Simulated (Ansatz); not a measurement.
Consider YN in the rock salt structure (space group Fm-3m, No. 225).

```
CELL_PARAMETERS angstrom
      0.00000     2.44784     2.44784
      2.44784     0.00000     2.44784
      2.44784     2.44784     0.00000
ATOMIC_POSITIONS crystal
  Y  0.00000 0.00000 0.00000
  N  0.50000 0.50000 0.50000
```

The values are results of r2SCAN/PAW in Ansatz (an electronic-structure program), scalar-relativistic without spin-orbit coupling, not measurements.

Base values:

The width of the top valence band comes out as 2.28 eV, the pressure is 0.00 GPa and the band gap is 0.58 eV. The gap character is indirect, Γ → X.

Modification: every lattice vector is stretched by 0.50 %, atoms relaxed at fixed cell.

Task: Predict the new width of the top valence band, pressure, energy relative to the base, band gap and gap character.

Result: The width of the top valence band shrinks by 0.04 eV to 2.24 eV; the pressure goes from zero to -2.46 GPa; the energy increases by 1.7 meV/atom; the band gap increases by 0.024 eV, from 0.58 eV to 0.61 eV; the gap character remains indirect, Γ → X.

The cells carry an imposed strain or load. No phonon test of stability was made.
